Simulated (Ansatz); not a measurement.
Consider BaTiO$_{3}$ (space group P4mm, No. 99; a = 3.972 Å, c = 4.113 Å).

Modification: hydrostatic tension (pressure −2 GPa).

Levels (all Ansatz, a program for electronic structure, PAW): r2SCAN (500 eV, no SOC); HSE06 (420 eV, no spin-orbit coupling).

The geometry is relaxed with r2SCAN.

```
Quantity          Result
---------------  -------
r2SCAN band gap  2.21 eV
```

With HSE06 at the same geometry, the band gap grows by 1.09 eV (2.21 eV → 3.30 eV).

Single points use the geometry relaxed with r2SCAN. Their cutoffs differ, which shifts pressures a little. HSE06 was sampled on its mesh, a few special points and the semilocal edge points, so its gap is an upper bound. Load acts through the strain it causes; cell and atoms are relaxed under it. Whether these cells are dynamically stable was not tested. The final runs are not spin-polarised.
